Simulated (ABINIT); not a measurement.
A working ABINIT input for Pb (Fm-3m, 1 atom in the cell) (DFT, PBE, plane waves, PAW (JTH v2.0 PBE PAW)):

```
# Pb, JTH v2.0 PBE PAW
pp_dirpath "./"
pseudos "Pb.GGA_PBE-JTH.xml"
acell 6.6671736483 6.6671736483 6.6671736483
rprim
        -0.0000000000    0.7071067812    0.7071067812
         0.7071067812    0.0000000000    0.7071067812
         0.7071067812    0.7071067812    0.0000000000
natom 1
ntypat 1
znucl 82
typat 1
xred    0.0000000000    0.0000000000    0.0000000000
ecut 544 eV
pawecutdg 1088 eV
pawxcdev 0
ixc 11
occopt 7
tsmear 0.00999582
nband 12
kptopt 1
ngkpt 11 11 11
nshiftk 1
shiftk 0.5 0.5 0.5
chksymbreak 0
nstep 60
toldfe 1.0e-09
prtwf 0
prtden 0
enunit 2
```

The run converged in 11 iterations: free energy E − TS -1665.44 eV; Fermi level (on the code's own zero) 7.08 eV; pressure 0.89 GPa. Each of these slips is then made, one at a time:

(1)
```diff
-pawecutdg 1088 eV
+pawecutdg 272 eV
```

(2)
```diff
-toldfe 1.0e-09
```

What happens in each case?


(1) A density cutoff or grid that is too coarse. The program stopped before any SCF iteration.
```
chkdpr: ERROR -
      Context : the value of the variable pawecutdg>=ecut is   0.
      The value of the input variable pawecutdg is  9.995816508246E+00,
      while it must be larger or equal to  1.999163301649E+01.
      Action: you should change the input variables pawecutdg or pawecutdg>=ecut.
Checking consistency of input data against itself g [...]
```

(2) No stopping criterion. The program stopped before any SCF iteration.
```
For the SCF case, one and only one of the input tolerance criteria
toldff, tolrff, toldfe or tolvrs must differ from zero, while they are
toldff=  0.000000E+00, tolrff=  0.000000E+00, toldfe=  0.000000E+00
and tolvrs=  0.000000E+00 for idtset: 1
Action: change your input file and resubmit the job.
Checking consistency of input data against itself g [...]
```

The starting cell comes from a database of computed structures (which also holds hypothetical and non-ambient phases and stackings), without a prior relaxation at this level.

Left out of this page: 3 runs of the series outside the window shown, repeating another row's setting, or not comparable.
